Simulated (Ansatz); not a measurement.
Worked example: zone-centre phonon calculation of Lu (P6_3/mmc, 2 atoms in the cell) in Ansatz (a program for electronic structure).

Method of the run: PBE (plane waves, PAW; Ansatz).

```xyz
2
Lattice="1.7412 -3.0159 0.0000 1.7412 3.0159 0.0000 0.0000 0.0000 5.5222" Properties=species:S:1:pos:R:3 pbc="T T T"
Lu     1.7412     1.0053     1.3806
Lu     1.7412    -1.0053     4.1417
```

Reference input (self-consistent single point, DFT, PBE, plane waves, default PAW files): basis.ecutwfc = 420 eV; kpoints.mp_grid.grid = 11 11 6; hamiltonian.xc = pbe; hamiltonian.pseudopotentials = {kind: paw} (the program's default PAW files); scf.occupations.method = gaussian; scf.occupations.width = 0.1 eV. This run's input differs from it in these lines:

Ansatz 0.2 input:
```diff
@@ -10,3 +10,3 @@
 basis:
-  ecutwfc: 420.0 eV
+  ecutwfc: 295.0 eV
 kpoints:
@@ -22,6 +22,4 @@
     width: 0.1 eV
-output:
-  forces: true
-  eigenvalues: true
-  stress: true
+phonons:
+  method: dfpt
```

Log, with long lists cut:

```
SCF iter   1: F=—  HF=-29464.769865 eV  |F-HF|=—  |Δ(HF+E_count)|=         —  Δρ=2.25e-3  dr2=2.12e-3  ethr=1.77e-3  ⟨swp⟩=5.5  Hψ=15622  notcnv=0
all-band conjugate gradients solve this SCF's bands
preconditioner: auto → Kerker (q_TF=auto, 2.662 Å⁻¹)
SCF iter   2: F=—  HF=-29464.767404 eV  |F-HF|=—  |Δ(HF+E_count)|=   2.46e-3  Δρ=3.61e-3  dr2=4.33e-3  ethr=4.24e-6  ⟨swp⟩=4.2  Hψ=14339  notcnv=0  defer=6
   [... lines left out ...]
SCF iter   7: F=—  HF=-29464.764100 eV  |F-HF|=—  |Δ(HF+E_count)|=   1.69e-6  Δρ=6.87e-6  dr2=1.56e-8  ethr=1.05e-9  ⟨swp⟩=3.4  Hψ=9451  notcnv=0  defer=6
SCF iter   8: F=—  HF=-29464.764100 eV  |F-HF|=—  |Δ(HF+E_count)|=   1.30e-8  Δρ=8.62e-7  dr2=3.09e-10  ethr=3.11e-11  ⟨swp⟩=3.8  Hψ=10872  notcnv=0  defer=6
SCF iter   9: F=—  HF=-29464.764100 eV  |F-HF|=—  |Δ(HF+E_count)|=  8.73e-11  Δρ=1.70e-7  dr2=1.24e-11  ethr=1.00e-12  ⟨swp⟩=2.8  Hψ=7990  notcnv=0  defer=6
SCF iter  10: F=-29464.764100 eV  HF=-29464.764100 eV  |F-HF|=1.09e-11  |Δ(HF+E_count)|=  3.64e-12  Δρ=3.15e-8  dr2=7.65e-13  ethr=1.00e-12  ⟨swp⟩=5.8  Hψ=43376  notcnv=0
SCF 1 converged in 10 iterations: F = -29464.764100 eV  dr2 = 7.65e-13
DFPT response loops at Γ: preconditioner auto → Kerker (q_TF=auto, 2.662 Å⁻¹) (partly filled bands, converged f_vac=0.000) …
Free energy (F): -29464.764100 eV
Internal energy: -29464.749252 eV  (E = F + TS)
E sigma→0 (E₀):  -29464.756676 eV
Entropy (-TS):   -0.014848 eV (-7.424 meV/atom)
Fermi energy:    13.786041 eV
--- Phonons (Γ-DFPT): 2 representative perturbations + reference, on 144 of 726 k-points (Σ response iterations 7) ---
  k mesh reduced under 4 symmetry operations, with k and −k counted as one. Each operation leaves every solved displacement unchanged or reverses it
  ASR residual: 1.275e-4 → 0.000e0 eV/Å²; symmetrization residual: 6.044e-13 eV/Å²
  ASR residual per site (eV/Å²): 1.28e-4 1.28e-4
  Γ frequencies (cm⁻¹): 0.00 0.00 0.00 70.68 70.68 117.78
  non-analytic LO–TO correction: not included (Born effective charges unavailable; polar crystals: no LO–TO splitting at Γ)
```

The run converged in 10 iterations. 

Summary of the result:
- Free energy E − TS (on the zero of these files) = -29464.7641 eV
- Fermi level (on the code's own zero) = 13.79 eV
- Zone-centre frequencies (cm⁻¹; negative means imaginary) = 0, 0, 0, 71, 71, 118

The starting cell has typed, rounded lattice constants, without a prior relaxation at this level. Its lattice was rescaled by up to half a per cent. The cutoff lies below the one recommended for these files.
